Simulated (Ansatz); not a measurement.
**GaP, element substitutions**

Consider GaP in the zinc blende structure (space group F-43m, No. 216; a = 5.452 Å).

Each row replaces one element on all its sites; cell and atoms are relaxed.

Computed with r2SCAN, PAW, 500 eV (Ansatz, a first-principles code; no spin-orbit coupling), earlier PAW set.

```
case    band gap     density
------  --------  ----------
base     1.85 eV  4.13 g/cm³
P → Al      zero  3.19 g/cm³
P → W       zero  9.18 g/cm³
P → N    2.17 eV  6.11 g/cm³
```

No phonon test of stability was made. As relaxed here, AlGa and GaW are hypothetical phases, not in the database extracts checked. All final runs are without spin polarisation. An odd electron count without spin: GaW. GaW has a high density of states at the Fermi level and may be magnetic at this level. This is not the structure that GaN has at room temperature and ambient pressure.
